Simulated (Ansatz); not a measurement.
Start from ZnSe in the zinc blende structure (space group F-43m, No. 216; a = 5.665 Å).

Structures relaxed with r2SCAN, PAW, 500 eV (Ansatz, a quantum-chemistry and plane-wave program; no SOC).

Base:

Simulated powder pattern, Mo Kα, λ = 0.71073 Å (kinematic, ideal powder, no thermal factors, no anomalous dispersion; the 10 strongest lines at most, above 2 %, up to 2θ = 40°):

```csv
2θ (°),I/Imax (%),hkl
12.47,100,(111)
20.44,81,(220)
24.01,51,(311)
29.06,14,(400)
31.73,21,(331)
35.79,28,(422)
38.04,15,(511)
```

It is then changed as follows: As takes the place of Se on all its sites, then cell and atoms are relaxed.

After the change:

Simulated powder pattern, Mo Kα, λ = 0.71073 Å (kinematic, ideal powder, no thermal factors, no anomalous dispersion; the 10 strongest lines at most, above 2 %, up to 2θ = 40°):

```json
[
 {"2θ (°)": "12.60", "d (Å)": "3.238", "I/Imax (%)": "100", "hkl": "(111)"},
 {"2θ (°)": "20.65", "d (Å)": "1.983", "I/Imax (%)": "81", "hkl": "(220)"},
 {"2θ (°)": "24.26", "d (Å)": "1.691", "I/Imax (%)": "51", "hkl": "(311)"},
 {"2θ (°)": "29.36", "d (Å)": "1.402", "I/Imax (%)": "14", "hkl": "(400)"},
 {"2θ (°)": "32.07", "d (Å)": "1.287", "I/Imax (%)": "21", "hkl": "(331)"},
 {"2θ (°)": "36.17", "d (Å)": "1.145", "I/Imax (%)": "28", "hkl": "(422)"},
 {"2θ (°)": "38.44", "d (Å)": "1.079", "I/Imax (%)": "15", "hkl": "(511)"}
]
```

The indices refer to each structure's own conventional cell; one index is shown for lines that coincide.

Stability against distortions was not tested. As relaxed here, ZnAs is a hypothetical phase, not in the database extracts checked. The final runs are not spin-polarised. An odd electron count without spin: ZnAs.
